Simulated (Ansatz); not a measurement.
## A constructed model of the (111)B surface of zinc-blende GaSb, Sb-terminated, 2x2 Si adatom at T4 (bottom of the slab: 3 H on 4 bottom sites)

Calculation: PBE (plane waves to 420 eV, PAW; Ansatz, a program for electronic structure).

Set-up: 36 atoms, 14.8 Å thick at the start with caps and adatoms; mesh 3x3x1; 0.025 eV smearing; dipole correction on; 8 atoms held, the rest relaxed; held to the start's symmetry, so lower structures may exist; spin-polarised, ending with about 0.8 μB a cell, a value that depends on the mesh; orders that need a larger cell were not tried, no spin-orbit, no U. The slab shows no gap over 0.04 eV on its mesh. In PBE it is, or lies within 0.01 eV a 1x1 cell of, the lowest of the 2 structures of its composition computed so far; subsurface sites and larger cells were not tried.

```yaml
work_function_of_the_top_face: 4.54 eV
energy_released_by_relaxation: 1.13 eV
cost: very roughly 40 core-minutes
```
